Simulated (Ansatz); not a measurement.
Take Co in the hcp (Mg type) structure (space group P6_3/mmc, No. 194; a = 2.494 Å, c = 4.032 Å; ferromagnetic) as the base.

(Cell as relaxed with PBE.)

Levels (all Ansatz, an electronic-structure program, PAW, earlier PAW set): PBE (420 eV, no spin-orbit coupling); PBEsol (420 eV, no spin-orbit coupling).

Each level relaxes its own structure.

```csv
quantity,PBE,PBEsol
volume per atom,10.86 Å³,10.37 Å³
lattice parameter a,2.494 Å,2.457 Å
lattice parameter c,4.032 Å,3.968 Å
band gap,zero,zero
magnetic state,ferromagnetic,ferromagnetic
largest site moment,1.69 μB,1.64 μB
```

PBE's volume per atom lies 0.484 Å³ above PBEsol's (4.7 %); PBE's lattice parameter a lies 0.037 Å above PBEsol's (1.5 %); PBE's lattice parameter c lies 0.064 Å above PBEsol's (1.6 %); PBE's largest site moment lies 0.044 μB above PBEsol's; the two agree on the band gap and magnetic state. Neither level is exact; PBEsol is the comparison here, not a measurement.

Other magnetic orders, which the real material may have, were not ruled out. Stability against distortions was not tested.
